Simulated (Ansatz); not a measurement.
**GaSb: Sb → N**

Start from GaSb in the zinc blende structure (space group F-43m, No. 216; a = 6.111 Å).

The change: N takes the place of Sb on all its sites; the structure is relaxed again.

Level of theory: PBEsol, PAW, 420 eV (Ansatz, a quantum-chemistry and plane-wave program; spin-orbit coupling left out). Settings: 13×13×13 k-points, 0.05 eV Fermi–Dirac smearing.

```csv
quantity,base,changed,shift
volume per atom,28.53 Å³,11.38 Å³,-17.155 Å³
lattice parameter a,11.549 bohr,8.500 bohr,-3.049 bohr
space group,F-43m (No. 216),F-43m (No. 216),–
band gap,zero,1.70 eV,–
electron mass,–,0.15 mₑ (at Γ),–
```

Spin-orbit coupling, missing from the scalar runs, can matter with Sb. Effective masses come from finite differences of ±0.01 Å⁻¹. Whether these cells are dynamically stable was not tested. The final runs are not spin-polarised. This is not the structure that GaN has at room temperature and ambient pressure. A zero or small gap of GaSb can be the functional's error rather than a property of the material.
